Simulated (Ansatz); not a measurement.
We consider white tin (β-Sn), described by r²SCAN-D4 (Ansatz, an electronic-structure program, plane waves, PAW).

Numerical settings: plane-wave cutoff 560 eV, 20×20×20 k mesh, Fermi–Dirac smearing 0.05 eV, scalar-relativistic PAW data made under PBE.

Computed points:

| V (Å³/atom) | E − E_lowest (meV/atom) |
|---|---|
| 26.129 | 8.29 |
| 26.673 | 1.99 |
| 27.217 | 0.00 |
| 27.762 | 1.85 |
| 28.306 | 7.12 |

**Question.** What bulk modulus B0 and pressure derivative B′ does a third-order Birch–Murnaghan fit give?

**Answer.** V0 = 27.217 Å³/atom, B0 = 56.4 GPa, B′ = 4.8 (fit to the energies at full precision).

Shape and atoms are relaxed at each volume.

Measured, for comparison: bulk modulus 57.0 GPa (temperature not stated, no zero-point or thermal correction; as tabulated in Chen et al. (2023), arXiv:2209.05059). Computed (rounded) less measured: bulk modulus -1 %.

Note: the bulk modulus comes from volumes at which shape and atoms were relaxed.

Spin–orbit coupling is not included.

The computed numbers hold no vibrational or temperature effects.

Computing time: very roughly 28 core-minutes.
